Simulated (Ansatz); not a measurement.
We consider Zn3InGaO6 (R3m, No. 160, 11 atoms in the cell; start mp-1215740), described by HSE06 (plane waves, PAW; Ansatz, a quantum-chemistry and plane-wave program).

Numerical settings: plane-wave cutoff 460 eV, 8×8×8 k mesh, Fermi–Dirac smearing 0.01 eV, scalar-relativistic PAW data made under PBE.

Cell (relaxed with PBEsol):

```cif
data_GaInO6Zn3
_chemical_formula_sum 'Zn3 In1 Ga1 O6'
_space_group_name_H-M_alt 'P 1'
_space_group_IT_number 1
_cell_length_a 13.92043
_cell_length_b 13.92043
_cell_length_c 13.92043
_cell_angle_alpha 13.570
_cell_angle_beta 13.570
_cell_angle_gamma 13.570
loop_
_space_group_symop_operation_xyz
  'x, y, z'
loop_
_atom_site_label
_atom_site_type_symbol
_atom_site_fract_x
_atom_site_fract_y
_atom_site_fract_z
_atom_site_occupancy
Zn1 Zn 0.26109 0.26109 0.26109 1
Zn2 Zn 0.74134 0.74134 0.74134 1
Zn3 Zn 0.86572 0.86572 0.86572 1
In1 In 0.00121 0.00121 0.00121 1
Ga1 Ga 0.13689 0.13689 0.13689 1
O1 O 0.91333 0.91333 0.91333 1
O2 O 0.08935 0.08935 0.08935 1
O3 O 0.18467 0.18467 0.18467 1
O4 O 0.80378 0.80378 0.80378 1
O5 O 0.69421 0.69421 0.69421 1
O6 O 0.30844 0.30844 0.30844 1
```

Question: Predict the band gap.

Answer: 
band gap: 2.78 eV (on the SCF k mesh)

Note: cell and atoms aren't relaxed at this level (largest force component 0.25 eV/Å, pressure 0.5 GPa).

Spin–orbit coupling is not included.

Static lattice: no zero-point or thermal effects.

A start named mp-… is a Materials Project structure, which need not be a measured phase.
